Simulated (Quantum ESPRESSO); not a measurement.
Worked example: self-consistent single point of SnAu₃ (P6_3/mmc, 8 atoms in the cell) in Quantum ESPRESSO.

Computed with PBEsol, GBRV 1.5 ultrasoft (PBESOL) pseudopotentials (plane waves; Quantum ESPRESSO).

```yaml
crystal:
  lattice:
    - [5.86464, 0.00000, 0.00000]
    - [-2.93232, 5.07893, 0.00000]
    - [0.00000, 0.00000, 5.14310]
  atoms:
    - { symbol: Sn, position: [0.33333, 0.66667, 0.75000] }
    - { symbol: Sn, position: [0.66667, 0.33333, 0.25000] }
    - { symbol: Au, position: [0.16525, 0.33049, 0.25000] }
    - { symbol: Au, position: [0.83476, 0.66951, 0.75000] }
    - { symbol: Au, position: [0.83476, 0.16525, 0.75000] }
    - { symbol: Au, position: [0.16525, 0.83476, 0.25000] }
    - { symbol: Au, position: [0.66951, 0.83476, 0.25000] }
    - { symbol: Au, position: [0.33049, 0.16525, 0.75000] }
```

Reference input (self-consistent single point, DFT, PBEsol, plane waves, GBRV 1.5 ultrasoft (PBESOL) pseudopotentials): ecutwfc = 40 Ry; ecutrho = 320 Ry; occupations = smearing; smearing = gauss; degauss = 0.019992 Ry; potentials = {Sn: sn_pbesol_v1.4.uspp.F.UPF, Au: au_pbesol_v1.uspp.F.UPF}; K_POINTS = automatic 4 4 4 0 0 0; conv_thr = 1e-10 Ry; mixing_beta = 0.4. This run's input differs from it in these lines:

```diff
@@ -19,3 +19,3 @@
 &ELECTRONS
-   conv_thr = 1.0d-10
+   conv_thr = 7.3e-03
    mixing_beta = 0.4
```

Output, abridged:

```
     Self-consistent Calculation

     iteration #  1     ecut=    40.00 Ry     beta= 0.40

     total energy              =   -1005.78430858 Ry
     estimated scf accuracy    <       2.18078034 Ry

     iteration #  2     ecut=    40.00 Ry     beta= 0.40

     total energy              =   -1006.31269342 Ry
     estimated scf accuracy    <       0.18552145 Ry

     iteration #  3     ecut=    40.00 Ry     beta= 0.40

     total energy              =   -1006.34160635 Ry
     estimated scf accuracy    <       0.01429994 Ry

     iteration #  4     ecut=    40.00 Ry     beta= 0.40
     End of self-consistent calculation

     the Fermi energy is    14.3665 ev

!    total energy              =   -1006.34323658 Ry
     estimated scf accuracy    <       0.00337070 Ry
     smearing contrib. (-TS)   =      -0.01226698 Ry
     internal energy E=F+TS    =   -1006.33096960 Ry

     convergence has been achieved in   4 iterations

     Forces acting on atoms (cartesian axes, Ry/au):

     atom    1 type  1   force =     0.00000000    0.00000000    0.00000000
     atom    2 type  1   force =    -0.00000000   -0.00000000    0.00000000
     atom    3 type  2   force =    -0.00000000   -0.00109995   -0.00000000
     atom    4 type  2   force =     0.00000000    0.00109995    0.00000000
     atom    5 type  2   force =     0.00095258   -0.00054997   -0.00000000
   [... lines left out ...]
     Total force =     0.002694     Total SCF correction =     0.041331
   [... lines left out ...]
     SCF correction compared to forces is large: reduce conv_thr to get better values

          total   stress  (Ry/bohr**3)                   (kbar)     P=       21.13
   0.00007979  -0.00000000   0.00000000           11.74       -0.00        0.00
  -0.00000000   0.00007979   0.00000000           -0.00       11.74        0.00
   0.00000000   0.00000000   0.00027134            0.00        0.00       39.92

   JOB DONE.
```

The run converged in 4 iterations. Against the reference run the free energy rises by 1.1 meV/atom, the pressure goes from -3.59 to 2.11 GPa and the largest force goes from 0.035 to 0.028 eV/Å. The full log also holds: “SCF correction compared to forces is large: reduce conv_thr to get better values”.

The starting cell comes from a database of computed structures (which also holds hypothetical and non-ambient phases and stackings), without a prior relaxation at this level.

Cost on one core of a shared machine: roughly 70 s.
